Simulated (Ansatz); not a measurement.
Adsorption energy and surface dipole of Cl on the 1x1 (110) surface of 3C silicon carbide (cut with top plane C + Si), one in a 2x2 cell, started at the site 'hollow Si', worked from the runs' numbers; total energies count from the potentials' own zero.

Host crystal: 3C silicon carbide, with a band gap (PBE, scalar-relativistic without spin-orbit coupling).

Method: PBE (plane waves to 420 eV, PAW; Ansatz, a quantum-chemistry and plane-wave program).

Slab: 49 atoms, 7.7 Å thick at the start under the adsorbate (thin: gaps and levels are the slab's own); k 3x3x1, smearing 0.01 eV, dipole-corrected; 24 atoms held, the rest relaxed; start symmetry kept, larger cells not searched; spin-polarised, ending with about 1.0 μB a cell; orders that need a larger cell were not tried, no spin-orbit, no U, no dispersion correction. At the end it is bonded to Si. In PBE it is, or lies within 0.03 eV of, the lowest of the starts that converged.

| quantity | value |
|---|---|
| slab with the adsorbate | -22353.445 eV |
| clean slab, same cell and mesh | -21272.177 eV |
| reference, ½ Cl2(g) | -1079.444 eV |
| area of the cell | 54.26 Å² |
| change of the step from the bottom to the top vacuum level | 0.277 eV |

### Question
What is the adsorption energy against this reference?

### Answer
E(slab + adsorbate) − E(slab) − E(reference) = -1.82 eV, so in this state the adsorbate is more stable than in the reference, at a coverage of 1.84 a nm².

### Question
What dipole does adsorption add to the slab along the outward normal (Helmholtz relation, ε₀ = 0.005526 e/(V·Å))?

### Answer
p = −ε₀·A·ΔV = -0.083 e·Å = -0.40 D; its negative end points to the vacuum, which raises the vacuum level.
